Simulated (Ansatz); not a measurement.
N on the C site (3C silicon carbide host)

Level of theory: PBE, PAW (plane waves to 420 eV; Ansatz, a first-principles code). The supercell holds 64 host sites (2×2×2 repeats of the unit cell), with a 2×2×2 shifted k-point sampling for the final energies. Site at the start: the C site. Finite-size correction: monopole term and site-potential alignment. Dielectric constants: PBE linear response of the host. Host gap at this level: 1.37 eV. These values are not converged in cell size to better than tenths of an eV. Levels are measured in PBE's own, too narrow, gap. Spin–orbit coupling is left out. Each state is the lowest found from its start.

Formation energies E_f are given with the Fermi level at the valence-band maximum. Chemical conditions: C-rich (Δμ(C) = 0.00 eV, Δμ(N) = -1.55 eV, bounded by beta Si3N4; only phases computed here count, gases as isolated molecules at 0 K); Si-rich (Δμ(C) = -0.41 eV, Δμ(N) = -1.86 eV, bounded by beta Si3N4; only phases computed here count, gases as isolated molecules at 0 K). Reference phases: C: graphite, N: N2 molecule in a box.

```
charge         moment (μB)  largest move off a lattice site (Å)  image correction with alignment (eV)  E_f, C-rich (eV)  E_f, Si-rich (eV)
------  ------------------  -----------------------------------  ------------------------------------  ----------------  -----------------
+1      not spin-polarised                                 0.03                                  0.20             -0.57              -0.68
0*                     1.0                                 0.04                                     –                 –                  –
−1*     not spin-polarised                                 0.05                                     –                 –                  –
```

* At this level the carrier isn't localised at the defect: at charge 0 electrons occupy the conduction band; at charge −1 electrons occupy the conduction band. Such a state is shallow or no state of the defect, and this cell gives it no level.

Flagged in the runs: a doubtful potential alignment.
